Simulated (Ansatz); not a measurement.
# Response to strain in CdS

The parent structure is CdS in the wurtzite structure (space group P6_3mc, No. 186; a = 4.197 Å, c = 6.829 Å).

Strains are applied to the cell and any free atomic positions relax.

Level of theory: PBE (Ansatz, a quantum-chemistry and plane-wave program; PAW; 420 eV plane waves; spin-orbit coupling left out).

Notes on the quantities. pressure: mean of the normal stresses, compression positive.

| isotropic strain (%) | pressure (GPa) |
|---|---|
| -4.45 | 9.9 |
| -2.01 | 3.7 |
| 0 | 0.0 |
| 1.41 | ? |
| 5.22 | -5.7 |

Q: Fit P = P₀ − Bδ + Cδ² with δ = (1 + ε)³ − 1 to the rows shown and predict the withheld row.

A: Least squares on the printed values gives P₀ = -0.1 GPa, B = 58.7 GPa (at held cell shape), C = 152 GPa (largest residual 0.2 GPa); this predicts -2.4 GPa, and the run gives -2.0 GPa, 0.4 higher.

No phonon test of stability was made.
